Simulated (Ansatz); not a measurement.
The parent structure is TiO$_{2}$ in the anatase structure (space group I4_1/amd, No. 141; a = 3.7698 Å, c = 9.5518 Å).

Perturbation: a hydrostatic pressure of 9 GPa.

Levels (all Ansatz, a quantum-chemistry and plane-wave program, PAW): PBEsol (420 eV, no SOC); r2SCAN (500 eV, without spin-orbit coupling); HSE06 (420 eV, spin-orbit coupling left out).

At the geometry relaxed with PBEsol, these levels gave the following band gaps, in shuffled order: (a) 2.02 eV, (b) 2.46 eV, (c) 3.58 eV.

Q: Match each gap to its level.

A: (a) PBEsol; (b) r2SCAN; (c) HSE06.

Single points use the geometry relaxed with PBEsol. HSE06 was sampled on its mesh, a few special points and the semilocal edge points, so its gap is an upper bound. Load acts through the strain it causes; cell and atoms are relaxed under it. Stability against distortions was not tested. No other phases were tried under pressure. All final runs are without spin polarisation.
